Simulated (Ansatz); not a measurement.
CsPbCl3 under a change: pressure −2 GPa

Consider CsPbCl$_{3}$ in the cubic perovskite structure (space group Pm-3m, No. 221; a = 5.674 Å).

The change: a negative pressure, −2 GPa.

The values are results of DFT with r2SCAN, PAW potentials and a 500 eV plane-wave cutoff in Ansatz (an electronic-structure program), without spin-orbit coupling, not measurements. Γ-centred 6×6×6 mesh, Fermi–Dirac width 0.05 eV.

The density falls by 0.39 g/cm³, from 4.06 g/cm³ to 3.67 g/cm³ and the lattice parameter a increases by 0.1967 Å, from 5.674 Å to 5.870 Å. The shortest interatomic distance increases by 0.098 Å (2.837 Å → 2.935 Å) and the enthalpy H = E + PV relative to the base's energy comes out as -0.48 eV/atom. The band gap rises by 0.37 eV (2.46 eV → 2.83 eV) and the gap character is still direct at R. The electron mass (degenerate bands, along [100]) goes from 0.12, 0.88, 0.88 mₑ (at R) to 0.14, 1.0, 1.0 mₑ (at R) and the hole mass goes from 0.21 mₑ (at R) to 0.27 mₑ (at R).

Final structure:

```
CELL_PARAMETERS angstrom
      5.87021     0.00000     0.00000
      0.00000     5.87021     0.00000
      0.00000     0.00000     5.87021
ATOMIC_POSITIONS crystal
  Cs 0.00000 0.00000 0.00000
  Pb 0.50000 0.50000 0.50000
  Cl 0.00000 0.50000 0.50000
  Cl 0.50000 0.50000 0.00000
  Cl 0.50000 0.00000 0.50000
```

With Pb present, leaving out spin-orbit coupling can change the band edges. Load acts through the strain it causes; cell and atoms are relaxed under it. Effective masses come from finite differences of ±0.01 Å⁻¹. Stability against distortions was not tested. Many cubic perovskites are stable only at high temperature; tilts and polar distortions were not tested. This is not the structure that CsPbCl3 has at room temperature and ambient pressure.
